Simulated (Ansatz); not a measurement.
Results of RPBE (plane waves, PAW; Ansatz, an electronic-structure program) for C11b WSi2.

Settings: plane-wave cutoff 520 eV, 28×28×28 k mesh, Fermi–Dirac smearing 0.042 eV (set by the program), no spin polarisation, scalar-relativistic PAW data made under PBE.

Computed at the level's own relaxed cell.

Hill averages of the elastic tensor: K = 211.6 GPa, G = 185.7 GPa. Volume 13.842 Å³/atom, mean atomic mass 80.004 u.

**Question.** Work out the density, the sound velocities of a polycrystal and the elastic Debye temperature, and Pugh's ratio at this level.

**Answer.** ρ = 1.66054 × 80.004/13.842 = 9.598 g/cm³. v_l = √[(K + 4G/3)/ρ] = 6.917 km/s and v_t = √(G/ρ) = 4.399 km/s. The mean follows from 3/v_m³ = 1/v_l³ + 2/v_t³: v_m = 4.837 km/s. Θ_D = (ħ/k_B) v_m (6π²/V)^(1/3) = 76.38 K Å s/km × 4.837 × 1.6234 Å⁻¹ = 600 K, counting all atoms of the cell. K/G = 1.14, to be set beside Pugh's rough bound of 1.75 between brittle and ductile metals.
